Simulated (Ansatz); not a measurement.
**TiAl3, response to strain and stress**

Consider TiAl3 (space group I4/mmm, No. 139; a = 3.826 Å, c = 8.554 Å; relaxed with 0.1 eV smearing). Axes: x, y, z lie along a, b, c of the conventional cell.

Strains are applied to the cell and any free atomic positions relax; under biaxial strain the out-of-plane vector relaxes too; under stress the whole cell relaxes.

Level of theory: plane-wave PAW DFT at the r2SCAN level (Ansatz, an electronic-structure program, 500 eV), no SOC.

Candidates:
(a) uniaxial stress, 8 GPa compression along z
(b) tensor shear ε_yz = +1.68 %
(c) biaxial strain +0.44 %, plane normal [001], relaxed out of plane

Notes on the quantities. energy relative to the base: free energy F.

**Question.** Order them by energy relative to the base, highest first.

**Answer.** (a) uniaxial stress, 8 GPa compression along z (+14 meV/atom), (b) tensor shear ε_yz = +1.68 % (+5.8 meV/atom), (c) biaxial strain +0.44 %, plane normal [001], relaxed out of plane (+0.5 meV/atom)

Beyond what the load breaks, stability against distortions was not tested. The final runs are not spin-polarised.
